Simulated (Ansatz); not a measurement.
## A computed series for Sr3BiN: response to strain

The parent structure is Sr₃BiN in the anti-perovskite structure (space group Pm-3m, No. 221; a = 5.171 Å; a cell from a computed database, its experimental status unchecked). Axes: x, y, z lie along the cube axes.

Strains are applied to the cell and any free atomic positions relax.

The values are results of PBEsol (Ansatz, a first-principles code; PAW; 420 eV plane waves; no SOC), not measurements.

Notes on the quantities. energy relative to the base: free energy F; pressure: mean of the normal stresses, compression positive.

| variant | band gap | volume per atom | energy relative to the base | pressure |
|---|---|---|---|---|
| base | 0.20 eV | 27.65 Å³ | 0 meV/atom | 0.0 GPa |
| uniaxial strain ε_yy = −2.27 % | zero | 27.03 Å³ | +4.9 meV/atom | 1.2 GPa |
| uniaxial strain ε_yy = +0.69 % | 0.19 eV | 27.84 Å³ | ? | -0.32 GPa |
| uniaxial strain ε_yy = +1.09 % | 0.17 eV | 27.96 Å³ | +1.0 meV/atom | -0.50 GPa |
| uniaxial strain ε_zz = +0.28 % | 0.19 eV | 27.73 Å³ | +0.1 meV/atom | ? |

Task: Fill in the withheld entries from the trend.

Result: 
- uniaxial strain ε_yy = +0.69 %, energy relative to the base: +0.4 meV/atom
- uniaxial strain ε_zz = +0.28 %, pressure: -0.13 GPa

Spin-orbit coupling, missing from the scalar runs, can matter with Bi. Stability against distortions was not tested. All final runs are without spin polarisation. Gaps under 0.05 eV, about the width of the smearing, are given as zero. A zero or small gap of Sr3BiN can be the functional's error rather than a property of the material.
